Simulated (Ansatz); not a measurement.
We consider W3Co (model structure, started from the D019 type, P6₃/mmc, No. 194, 8 atoms in the cell), described by r²SCAN (PAW; Ansatz, an electronic-structure program).

Run with plane-wave cutoff 560 eV, 12×12×12 k mesh, Fermi–Dirac smearing 0.05 eV, spin-polarised with parallel moments, scalar-relativistic PAW data made under PBE.

Cell (relaxed at this level):

```
CELL_PARAMETERS angstrom
      5.42877     0.00000     0.00000
     -2.71439     4.70145     0.00000
      0.00000     0.00000     4.64153
ATOMIC_POSITIONS crystal
  W  0.83426 0.66853 0.25000
  W  0.16574 0.83426 0.75000
  W  0.33147 0.16574 0.25000
  W  0.16574 0.33147 0.75000
  W  0.83426 0.16574 0.25000
  W  0.66853 0.83426 0.75000
  Co 0.33333 0.66667 0.25000
  Co 0.66667 0.33333 0.75000
```
Starting moments (μB, in the order of the record's atoms W W W W W W Co Co): 0.0 0.0 0.0 0.0 0.0 0.0 3.0 3.0.

**Question.** Predict the bulk modulus.

**Answer.** 
- bulk modulus: 262 GPa

The run finds no gap.

Note: the magnetic order was assumed, not searched for or taken from measurement; the bulk modulus is −V dP/dV from two relaxed cells at ±2 % in volume; the relaxation could raise the start's symmetry but not lower it, so the cell can be a saddle point.

Spin–orbit coupling is not included.

Static lattice: no zero-point or thermal effects.

Computing time: about 26 core-minutes (a rough figure).

A model structure was made by putting elements into a prototype or built by hand; it is no filed structure, need not be a known phase, and can be a saddle point held by its symmetry.
